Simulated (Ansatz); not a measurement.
Start from AgI in the zinc blende structure (space group F-43m, No. 216; a = 6.4499 Å). Axes: x, y, z lie along the cube axes.

Level of theory: PBEsol in Ansatz (plane waves to 420 eV, PAW, no SOC).

Strains are applied to the cell and any free atomic positions relax.

One change was made to it. Results:

```tsv
quantity	base	after
band gap	1.20 eV	1.14 eV
gap character	direct at Γ	direct at Γ
```

Problem. Name the change that was made.
A. isotropic strain −1.16 %
B. isotropic strain +2.37 %
C. uniaxial strain ε_yy = −4.74 %

Solution. C, uniaxial strain ε_yy = −4.74 %. For comparison, the band gap in the other runs: isotropic strain −1.16 % gives 1.19 eV; isotropic strain +2.37 % gives 1.21 eV.

With I present, leaving out spin-orbit coupling can change the band edges. Whether these cells are dynamically stable was not tested. Labels are those of the standard path for the cell's own space group.

Ansatz is a first-principles code.
